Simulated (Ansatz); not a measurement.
# What Na → K does to Na

The reference is Na in the bcc (W type) structure (space group Im-3m, No. 229; a = 4.197 Å).

Perturbation: every Na is replaced by K, then cell and atoms are relaxed.

The values are results of Ansatz (a quantum-chemistry and plane-wave program) PBE, spin-orbit coupling left out, earlier PAW set, not measurements. k-mesh 13×13×13 (Γ-centred); smearing 0.05 eV (Fermi–Dirac), for the changed cell.

The volume per atom increases by 36.78 Å³ (36.96 Å³ → 73.74 Å³) and the space group remains Im-3m (No. 229). The band gap stays zero.

Final structure:

```xyz
1
Lattice="-2.6417 2.6417 2.6417 2.6417 -2.6417 2.6417 2.6417 2.6417 -2.6417" Properties=species:S:1:pos:R:3 pbc="T T T"
K      0.0000     0.0000     0.0000
```

Cost of the whole job for the changed cell (relaxation, final SCF and bands): very roughly 40 core-seconds.

No phonon test of stability was made.
